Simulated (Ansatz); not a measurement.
Reference: MgO (Fm-3m), PBEsol, rigid bands (plane waves, PAW, scalar-relativistic; Ansatz, a quantum-chemistry and plane-wave program); axes and stresses refer to this cell.

```xyz
2
Lattice="0.0000 2.1074 2.1074 2.1074 0.0000 2.1074 2.1074 2.1074 0.0000" Properties=species:S:1:pos:R:3 pbc="T T T"
Mg     0.0000     0.0000     0.0000
O      2.1074     2.1074     2.1074
```

The Seebeck coefficient, p-type 1e19 cm⁻³ is 508 μV/K. The Seebeck coefficient, n-type 1e19 cm⁻³ comes out as -171 μV/K and the hole conductivity mass is 2.3 mₑ.

### Question
After one change the values are Seebeck coefficient, p-type 1e19 cm⁻³ 474 μV/K; Seebeck coefficient, n-type 1e19 cm⁻³ -172 μV/K; hole conductivity mass 2.00 mₑ. Name the change that produced these shifts.
(A) uniaxial stress along [111] of 2 GPa (compression positive)
(B) hydrostatic pressure -2 GPa
(C) functional PBE, cell relaxed with it
(D) uniaxial stress along [110] of -1 GPa (compression positive)

### Answer
A, uniaxial stress along [111] of 2 GPa (compression positive)

Masses are for dilute carriers at 300 K, harmonic means over directions unless an axis is named. Seebeck coefficients are for the stated density at 300 K, with one relaxation time for all states and whether or not that doping can be reached. Spin-orbit coupling is left out unless a row names it. Stresses and pressures are the targets of the relaxation.  The structure type is held under load, also where the real crystal would transform.
